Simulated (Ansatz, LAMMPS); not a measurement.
Crystalline Ge, 1000 atoms, one frame of classical dynamics at 500 K, cell scaled from the potential's lattice parameter to the PBE one and held. Cell 28.80 × 28.80 × 28.80 Å, Ge1000, 1000 atoms. Prepared with Tersoff's 1989 multicomponent potential (SiCGe.tersoff) run with LAMMPS: 30 ps at 500 K at fixed volume, last frame. The 60 atoms nearest one atom, with forces from PBE, support functions at accuracy medium on the grid of 370 eV (Ansatz, a program for electronic structure) on the whole cell:

```json
[
 {"x (Å)": "0.000", "y": "0.000", "z": "0.000", "Fx (eV/Å)": "0.05", "Fy": "-0.19", "Fz": "0.00"},
 {"x (Å)": "-1.418", "y": "1.489", "z": "1.372", "Fx (eV/Å)": "-0.12", "Fy": "-0.01", "Fz": "0.08"},
 {"x (Å)": "1.468", "y": "1.479", "z": "-1.391", "Fx (eV/Å)": "-0.22", "Fy": "-0.47", "Fz": "-0.53"},
 {"x (Å)": "-1.421", "y": "-1.450", "z": "-1.470", "Fx (eV/Å)": "-0.11", "Fy": "0.04", "Fz": "0.73"},
 {"x (Å)": "1.412", "y": "-1.607", "z": "1.369", "Fx (eV/Å)": "-0.16", "Fy": "0.80", "Fz": "1.05"},
 {"x (Å)": "0.127", "y": "2.887", "z": "2.715", "Fx (eV/Å)": "-0.33", "Fy": "0.57", "Fz": "0.12"},
 {"x (Å)": "0.047", "y": "-2.838", "z": "-2.782", "Fx (eV/Å)": "-0.15", "Fy": "-0.95", "Fz": "-0.38"},
 {"x (Å)": "2.823", "y": "-0.034", "z": "-2.850", "Fx (eV/Å)": "0.54", "Fy": "0.54", "Fz": "0.13"},
 {"x (Å)": "-2.858", "y": "0.100", "z": "2.856", "Fx (eV/Å)": "0.05", "Fy": "-0.39", "Fz": "0.13"},
 {"x (Å)": "2.841", "y": "-2.912", "z": "-0.114", "Fx (eV/Å)": "0.64", "Fy": "0.02", "Fz": "0.62"},
 {"x (Å)": "-2.791", "y": "-0.136", "z": "-2.959", "Fx (eV/Å)": "-0.54", "Fy": "1.67", "Fz": "0.34"},
 {"x (Å)": "-2.948", "y": "-2.877", "z": "-0.051", "Fx (eV/Å)": "0.07", "Fy": "0.50", "Fz": "0.20"},
 {"x (Å)": "-2.949", "y": "2.878", "z": "-0.040", "Fx (eV/Å)": "0.18", "Fy": "0.33", "Fz": "-0.57"},
 {"x (Å)": "0.123", "y": "2.807", "z": "-3.025", "Fx (eV/Å)": "-1.04", "Fy": "0.15", "Fz": "1.28"},
 {"x (Å)": "2.914", "y": "-0.048", "z": "2.968", "Fx (eV/Å)": "-1.35", "Fy": "-0.11", "Fz": "-1.39"},
 {"x (Å)": "2.995", "y": "2.903", "z": "-0.151", "Fx (eV/Å)": "0.12", "Fy": "-0.38", "Fz": "0.73"},
 {"x (Å)": "-0.069", "y": "-2.953", "z": "3.018", "Fx (eV/Å)": "0.68", "Fy": "-0.12", "Fz": "-0.64"},
 {"x (Å)": "4.250", "y": "1.329", "z": "1.469", "Fx (eV/Å)": "-0.15", "Fy": "0.32", "Fz": "-0.86"},
 {"x (Å)": "1.445", "y": "1.449", "z": "4.228", "Fx (eV/Å)": "-0.24", "Fy": "-0.03", "Fz": "0.47"},
 {"x (Å)": "-1.561", "y": "-4.203", "z": "1.490", "Fx (eV/Å)": "-0.07", "Fy": "-0.87", "Fz": "0.22"},
 {"x (Å)": "1.459", "y": "-1.467", "z": "-4.257", "Fx (eV/Å)": "-0.21", "Fy": "-0.10", "Fz": "-0.40"},
 {"x (Å)": "1.534", "y": "4.366", "z": "1.174", "Fx (eV/Å)": "-0.74", "Fy": "0.12", "Fz": "0.30"},
 {"x (Å)": "4.345", "y": "-1.419", "z": "-1.407", "Fx (eV/Å)": "-0.03", "Fy": "-0.36", "Fz": "-0.43"},
 {"x (Å)": "-1.439", "y": "-1.413", "z": "4.343", "Fx (eV/Å)": "0.11", "Fy": "0.77", "Fz": "-0.75"},
 {"x (Å)": "-4.335", "y": "-1.405", "z": "1.504", "Fx (eV/Å)": "0.16", "Fy": "0.42", "Fz": "-0.73"},
 {"x (Å)": "1.453", "y": "-4.363", "z": "-1.400", "Fx (eV/Å)": "-1.02", "Fy": "-0.64", "Fz": "-0.14"},
 {"x (Å)": "-1.362", "y": "1.431", "z": "-4.407", "Fx (eV/Å)": "-0.25", "Fy": "-0.55", "Fz": "0.39"},
 {"x (Å)": "-4.459", "y": "1.459", "z": "-1.506", "Fx (eV/Å)": "0.61", "Fy": "-0.45", "Fz": "-0.02"},
 {"x (Å)": "-1.468", "y": "4.425", "z": "-1.613", "Fx (eV/Å)": "0.23", "Fy": "-1.16", "Fz": "0.27"},
 {"x (Å)": "-0.041", "y": "0.055", "z": "5.703", "Fx (eV/Å)": "0.63", "Fy": "-0.46", "Fz": "0.54"},
 {"x (Å)": "0.047", "y": "-0.058", "z": "-5.756", "Fx (eV/Å)": "-0.15", "Fy": "-0.13", "Fz": "-0.94"},
 {"x (Å)": "5.771", "y": "-0.023", "z": "0.037", "Fx (eV/Å)": "-0.20", "Fy": "-0.03", "Fz": "0.19"},
 {"x (Å)": "-0.234", "y": "-5.824", "z": "0.069", "Fx (eV/Å)": "0.43", "Fy": "0.50", "Fz": "-0.51"},
 {"x (Å)": "-5.881", "y": "0.052", "z": "0.103", "Fx (eV/Å)": "0.66", "Fy": "-0.62", "Fz": "-1.04"},
 {"x (Å)": "-0.050", "y": "5.880", "z": "-0.195", "Fx (eV/Å)": "0.45", "Fy": "-0.07", "Fz": "0.51"},
 {"x (Å)": "4.234", "y": "-1.493", "z": "4.227", "Fx (eV/Å)": "0.48", "Fy": "-0.40", "Fz": "1.59"},
 {"x (Å)": "-1.441", "y": "4.283", "z": "4.257", "Fx (eV/Å)": "0.60", "Fy": "-0.27", "Fz": "-0.17"},
 {"x (Å)": "-1.477", "y": "-4.370", "z": "-4.182", "Fx (eV/Å)": "0.24", "Fy": "1.18", "Fz": "-0.89"},
 {"x (Å)": "4.187", "y": "-4.420", "z": "1.409", "Fx (eV/Å)": "-0.41", "Fy": "1.33", "Fz": "0.62"},
 {"x (Å)": "4.172", "y": "1.438", "z": "-4.439", "Fx (eV/Å)": "0.27", "Fy": "-0.09", "Fz": "0.04"},
 {"x (Å)": "1.388", "y": "4.233", "z": "-4.424", "Fx (eV/Å)": "0.43", "Fy": "1.28", "Fz": "-0.32"},
 {"x (Å)": "-4.316", "y": "-4.303", "z": "-1.522", "Fx (eV/Å)": "-0.06", "Fy": "-0.04", "Fz": "0.42"},
 {"x (Å)": "-4.403", "y": "-1.331", "z": "-4.288", "Fx (eV/Å)": "-0.68", "Fy": "-0.50", "Fz": "-0.29"},
 {"x (Å)": "-4.274", "y": "1.505", "z": "4.365", "Fx (eV/Å)": "-0.20", "Fy": "-0.41", "Fz": "-0.27"},
 {"x (Å)": "-4.380", "y": "4.347", "z": "1.419", "Fx (eV/Å)": "0.48", "Fy": "-0.03", "Fz": "-0.27"},
 {"x (Å)": "4.387", "y": "4.320", "z": "-1.568", "Fx (eV/Å)": "-0.18", "Fy": "0.34", "Fz": "-0.16"},
 {"x (Å)": "1.385", "y": "-4.596", "z": "4.348", "Fx (eV/Å)": "-0.08", "Fy": "0.78", "Fz": "-0.21"},
 {"x (Å)": "5.718", "y": "2.691", "z": "2.809", "Fx (eV/Å)": "0.40", "Fy": "0.89", "Fz": "-0.18"},
 {"x (Å)": "-2.756", "y": "-2.819", "z": "5.717", "Fx (eV/Å)": "-1.08", "Fy": "0.02", "Fz": "0.44"},
 {"x (Å)": "2.969", "y": "5.670", "z": "2.700", "Fx (eV/Å)": "0.44", "Fy": "0.16", "Fz": "0.71"},
 {"x (Å)": "5.662", "y": "-2.885", "z": "2.855", "Fx (eV/Å)": "-0.08", "Fy": "-0.53", "Fz": "-0.45"},
 {"x (Å)": "-2.867", "y": "5.702", "z": "2.808", "Fx (eV/Å)": "-0.17", "Fy": "0.78", "Fz": "0.32"},
 {"x (Å)": "2.718", "y": "-2.955", "z": "5.704", "Fx (eV/Å)": "0.65", "Fy": "-0.24", "Fz": "-0.72"},
 {"x (Å)": "2.888", "y": "-2.939", "z": "-5.665", "Fx (eV/Å)": "0.47", "Fy": "0.47", "Fz": "-0.01"},
 {"x (Å)": "2.839", "y": "-5.677", "z": "-2.978", "Fx (eV/Å)": "-0.28", "Fy": "-0.51", "Fz": "0.58"},
 {"x (Å)": "-2.764", "y": "2.916", "z": "-5.753", "Fx (eV/Å)": "-0.75", "Fy": "0.17", "Fz": "-0.39"},
 {"x (Å)": "2.853", "y": "2.781", "z": "5.780", "Fx (eV/Å)": "0.02", "Fy": "1.01", "Fz": "-0.20"},
 {"x (Å)": "-2.848", "y": "2.875", "z": "5.747", "Fx (eV/Å)": "0.02", "Fy": "0.34", "Fz": "0.51"},
 {"x (Å)": "-5.778", "y": "-2.744", "z": "2.917", "Fx (eV/Å)": "-0.21", "Fy": "-1.00", "Fz": "0.09"},
 {"x (Å)": "-3.019", "y": "-2.765", "z": "-5.721", "Fx (eV/Å)": "0.56", "Fy": "-1.03", "Fz": "0.13"}
]
```
